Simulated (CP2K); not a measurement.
Worked example: self-consistent single point of Hg (P1, 3 atoms in the cell) in CP2K.

Computed with PBEsol, GPW, DZVP-MOLOPT-SR-GTH basis, GTH-PBE potentials (GTH_POTENTIALS) in CP2K 2026.2.

```
CELL_PARAMETERS angstrom
      5.46670     0.00000     0.00000
     -2.73335     4.73430     0.00000
      0.00000     0.00000     3.18522
ATOMIC_POSITIONS crystal
  Hg 0.30303 0.65895 0.48289
  Hg 0.67809 0.34067 0.49745
  Hg 0.01889 0.00038 0.01966
```

Reference input (self-consistent single point, DFT LDA (Pade form), GPW, DZVP-MOLOPT-SR-GTH basis, GTH-PADE potentials (GTH_POTENTIALS)): CUTOFF = 500 Ry; REL_CUTOFF = 60 Ry; SMEAR/METHOD = FERMI_DIRAC; ELECTRONIC_TEMPERATURE = 1160.45 K; KPOINTS/SCHEME = MONKHORST-PACK 5 5 7; XC_FUNCTIONAL = PADE; Hg/BASIS_SET = DZVP-MOLOPT-SR-GTH-q12; Hg/POTENTIAL = GTH-PADE-q12; METHOD = GPW; EPS_DEFAULT = 1e-10; NGRIDS = 5; SCF_GUESS = ATOMIC. This run's input differs from it in these lines:

```diff
@@ -43,3 +43,6 @@
     &XC
-      &XC_FUNCTIONAL PADE
+      &XC_FUNCTIONAL
+        &PBE
+          PARAMETRIZATION PBESOL
+        &END PBE
       &END XC_FUNCTIONAL
@@ -75,3 +78,3 @@
       BASIS_SET DZVP-MOLOPT-SR-GTH-q12
-      POTENTIAL GTH-PADE-q12
+      POTENTIAL GTH-PBE-q12
     &END KIND
```

The program printed (abridged):

```
 SCF WAVEFUNCTION OPTIMIZATION

  Step     Update method      Time    Convergence         Total energy    Change
     1 NoMix/Diag. 0.20E+00      -     0.47074649      -123.3614087038 -1.23E+02
     2 Broy./Diag. 0.20E+00      -     0.02743115      -124.5484477974 -1.19E+00
     3 Broy./Diag. 0.20E+00      -     0.08194339      -123.7480412281  8.00E-01
     4 Broy./Diag. 0.20E+00      -     0.00347148      -123.1315381410  6.17E-01
     5 Broy./Diag. 0.20E+00      -     0.00188762      -123.1460662812 -1.45E-02
     6 Broy./Diag. 0.20E+00      -     0.00033226      -123.1601654681 -1.41E-02
   [... 6 lines left out ...]
    13 Broy./Diag. 0.20E+00      -     0.00000164      -123.1625613946 -1.18E-05
    14 Broy./Diag. 0.20E+00      -     0.00000028      -123.1625628664 -1.47E-06
    15 Broy./Diag. 0.20E+00      -     0.00000021      -123.1625619887  8.78E-07
    16 Broy./Diag. 0.20E+00      -     0.00000005      -123.1625615246  4.64E-07
  *** SCF run converged in    16 steps ***

  Overlap energy of the core charge distribution:               0.00000000011026
  Self energy of the core charge distribution:               -213.79815797599190
  Core Hamiltonian energy:                                     65.34780740412637
  Hartree energy:                                              42.84135655472329
  Exchange-correlation energy:                                -17.55302109292992
  Electronic entropic energy:                                  -0.00054641459747
  Fermi energy:                                                 0.20246860437398

  Total energy:                                              -123.16256152458314
  Total energy (extrapolated to T->0):                       -123.16228831728441

   [... lines left out ...]

 STRESS| Analytical stress tensor [bar]
 STRESS|                        x                   y                   z
 STRESS|      x       -1.72131337874E+04   5.25342060065E+03   2.44167276783E+01
 STRESS|      y        5.25342060065E+03  -2.25032045306E+04  -2.39340267214E+02
 STRESS|      z        2.44167276783E+01  -2.39340267214E+02  -2.47347027167E+04
 STRESS| 1/3 Trace                                            -2.14836803449E+04
```

The run converged in 16 iterations. Against the reference run the pressure goes from -4.08 to -2.15 GPa and the largest force goes from 0.270 to 0.342 eV/Å.

The starting cell comes from a database of computed structures (which also holds hypothetical and non-ambient phases and stackings), without a prior relaxation at this level. Its atoms were displaced at random from the sites of space group no. 191. Values carry the incompleteness of an atom-centred basis. The potentials were made for another functional than the one used.

Cost on one core of a shared machine: roughly 40 s.
